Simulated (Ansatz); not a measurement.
The reference is Be in the hcp (Mg type) structure (space group P6_3/mmc, No. 194; a = 2.255 Å, c = 3.558 Å; relaxed with 0.1 eV smearing). Axes: x lies along a and z along c of the hexagonal cell.

All numbers come from PBEsol/PAW in Ansatz (a program for electronic structure), scalar-relativistic without spin-orbit coupling.

Before the change:

```
Item                             Value
-----------------------------  -------
Shortest interatomic distance  2.205 Å
```

It is then changed as follows: biaxial strain +3.00 %, plane normal [001], relaxed out of plane (Cartesian); in-plane vectors clamped, the third vector and the atoms free.

Question: Predict the new ratio −ε⊥/ε∥, in-plane stress and shortest interatomic distance.

Answer: The ratio −ε⊥/ε∥ comes out as 0.08; the mean in-plane stress (compression positive) is -9.0 GPa; the shortest interatomic distance increases by 0.020 Å to 2.225 Å.

Whether these cells are dynamically stable was not tested.
